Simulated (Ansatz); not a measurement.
**CdSe: energy against strain**

CdSe (wurtzite, P6_3mc, 27.112 Å³/atom and stress up to 0.01 GPa in the relaxed cell, c along z) under a strain ε along c (axis z), the other axes held. LDA in Ansatz, a plane-wave DFT program (PAW, default set), 420 eV, 9×9×5 Γ-centred mesh, Fermi-Dirac smearing 0.05 eV; ions are relaxed, or left where forces stay under 0.02 eV/Å, within the symmetry of each cell.

Here s stands for strain and y for E less E0.

```
strain (%)  E less E0 (meV/atom)
----------  --------------------
-1.20                       1.12
-0.60                       0.28
0.00                        0.00
0.60                        0.27
1.20                        1.09
3.00                           ?
```

Fit y against s with a parabola, and predict the withheld value at s = 3.00.

Least squares gives y = -0.001 - 0.0117·s + 0.7679·s². Residuals (row less fit): 0.001, -0.002, 0.001, 0.002, -0.001; standard error 0.002 (degrees of freedom: 2). Twice the quadratic coefficient over the volume, 2 × 0.7679 meV × 10⁴ × 0.1602 / 27.112 Å³, is the elastic constant C33 = 90.8 ± 0.2 GPa (± standard error of the fit, which holds the terms cut off). At the withheld row, y = -0.001 - 0.0117 × 3.0 + 0.7679 × 3.0² = 6.875 meV/atom. The calculation gives 6.77 meV/atom, 0.105 meV/atom below the prediction (1.6 % of the range of y in the table). The row lies outside the fitted rows, so this is an extrapolation. The scatter of the fitted rows lies at the last printed digit.

A polynomial of degree 3 through the 10 other runs of the series gives 6.78 there, so most of the miss is curvature that the fit leaves out. Rows are the converged runs of the series near zero and its far end; series whose fitted rows scatter by over a few per cent of the range, as at a crossing or softening among them, aren't shown in this form, nor equations of state whose B0' disagrees with the runs' pressures. Most that stay on the fit to the last digits aren't either.
